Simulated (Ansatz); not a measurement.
System: Mg2BeN2 (model structure, started from the Ca2ZnN2 type, I4/mmm, No. 139, 5 atoms in the cell). Method: G0W0@PBEsol (plane waves, hard PAW, contour deformation; Ansatz, an electronic-structure program).

The same calculation (at the PBEsol cell, 10.630 Å³/atom) with different numerical settings; throughout: k mesh 2×2×2:

| run | response cutoff (eV) | empty bands | quasiparticle gap on the mesh (eV) | quasiparticle gap at Γ (eV) | rough time |
|---|---|---|---|---|---|
| 1 | 100 | 222 | 1.347 | 2.044 | 20 core-s |
| 2 | 150 | 407 | 1.459 | 2.135 | 40 core-s |
| 3 | 200 | 627 | 1.510 | 2.173 | 80 core-s |
| 4 | 250 | 876 | 1.539 | 2.194 | 2 core-min |
| 5 | 300 | 1152 | ___ | ___ | 6 core-min |

Some entries are withheld; supply them.


- 5, quasiparticle gap on the mesh (eV): 1.556
- 5, quasiparticle gap at Γ (eV): 2.207

In the column quasiparticle gap on the mesh (eV) the first row differs from the last by -0.209 and the next to last by -0.017.

The last row is no converged limit: other settings stay fixed.

A model structure was made by putting elements into a prototype or built by hand; it is no filed structure, need not be a known phase, and can be a saddle point held by its symmetry.
